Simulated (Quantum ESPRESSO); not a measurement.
Input and output of a self-consistent single point for SnO2 (P4_2/mnm, 6 atoms in the cell) (Quantum ESPRESSO).

Method: vdW-DF-cx, SSSP 1.1.2 efficiency (PBE) pseudopotentials (plane waves; Quantum ESPRESSO).

```xyz
6
Lattice="4.7524 0.0000 0.0000 0.0000 4.7524 0.0000 0.0000 0.0000 3.1992" Properties=species:S:1:pos:R:3 pbc="T T T"
Sn     2.3762     2.3762     1.5996
Sn     0.0000     0.0000     0.0000
O      0.9221     3.8303     1.5996
O      3.8303     0.9221     1.5996
O      3.2983     3.2983     0.0000
O      1.4541     1.4541     0.0000
```

Reference input (self-consistent single point, DFT, LDA (PZ), plane waves, GBRV 1.5 ultrasoft (LDA) pseudopotentials): ecutwfc = 40 Ry; ecutrho = 200 Ry; occupations = fixed; potentials = {Sn: sn_lda_v1.4.uspp.F.UPF, O: o_lda_v1.2.uspp.F.UPF}; K_POINTS = automatic 7 7 10 0 0 0; nbnd = 30; conv_thr = 1e-10 Ry; mixing_beta = 0.4. This run's input differs from it in these lines:

```diff
@@ -14,6 +14,7 @@
     ntyp = 2
-    ecutwfc = 40
-    ecutrho = 200
+    ecutwfc = 55
+    ecutrho = 440
     occupations = 'fixed'
     nbnd = 30
+    input_dft = 'vdw-df-cx'
 /
@@ -24,4 +25,4 @@
 ATOMIC_SPECIES
-Sn   118.7100  sn_lda_v1.4.uspp.F.UPF
-O     15.9990  o_lda_v1.2.uspp.F.UPF
+Sn   118.7100  Sn_pbe_v1.uspp.F.UPF
+O     15.9990  O.pbe-n-kjpaw_psl.0.1.UPF
 ATOMIC_POSITIONS {crystal}
```

Output, abridged:

```
     Self-consistent Calculation

     iteration #  1     ecut=    55.00 Ry     beta= 0.40

     total energy              =    -491.52171363 Ry
     estimated scf accuracy    <       1.69327206 Ry

     iteration #  2     ecut=    55.00 Ry     beta= 0.40

     total energy              =    -491.86601142 Ry
     estimated scf accuracy    <       0.13166406 Ry

     iteration #  3     ecut=    55.00 Ry     beta= 0.40

     total energy              =    -491.86576710 Ry
     estimated scf accuracy    <       0.02562604 Ry

   [... 7 blocks of this kind left out ...]

     iteration # 11     ecut=    55.00 Ry     beta= 0.40

     total energy              =    -491.86893699 Ry
     estimated scf accuracy    <          7.5E-10 Ry

     iteration # 12     ecut=    55.00 Ry     beta= 0.40
     End of self-consistent calculation

     highest occupied, lowest unoccupied level (ev):     9.2966   10.3877

!    total energy              =    -491.86893699 Ry
     estimated scf accuracy    <          5.5E-12 Ry

     convergence has been achieved in  12 iterations

     Forces acting on atoms (cartesian axes, Ry/au):

     atom    1 type  1   force =     0.00000000    0.00000000    0.00000000
     atom    2 type  1   force =     0.00000000    0.00000000    0.00000000
     atom    3 type  2   force =     0.00125130   -0.00125130   -0.00000000
     atom    4 type  2   force =    -0.00125130    0.00125130    0.00000000
     atom    5 type  2   force =     0.00125130    0.00125130    0.00000000
     atom    6 type  2   force =    -0.00125130   -0.00125130   -0.00000000

     Total force =     0.003539     Total SCF correction =     0.000001

          total   stress  (Ry/bohr**3)                   (kbar)     P=       39.21
   0.00022617   0.00000000   0.00000000           33.27        0.00        0.00
   0.00000000   0.00022617   0.00000000            0.00       33.27        0.00
   0.00000000   0.00000000   0.00034721            0.00        0.00       51.08

   JOB DONE.
```

The run converged in 12 iterations. Against the reference run the pressure goes from -2.31 to 3.92 GPa, the largest force stays at 0.045 eV/Å and the gap on the mesh goes from 1.006 to 1.091 eV.

The starting cell comes from a database of computed structures (which also holds hypothetical and non-ambient phases and stackings), without a prior relaxation at this level. Its lattice was rescaled by a random factor within 2.5 % of one. With a pressure of about 4 GPa the cell is away from its equilibrium volume at this level.

Cost on one core of a shared machine: roughly 2 min.
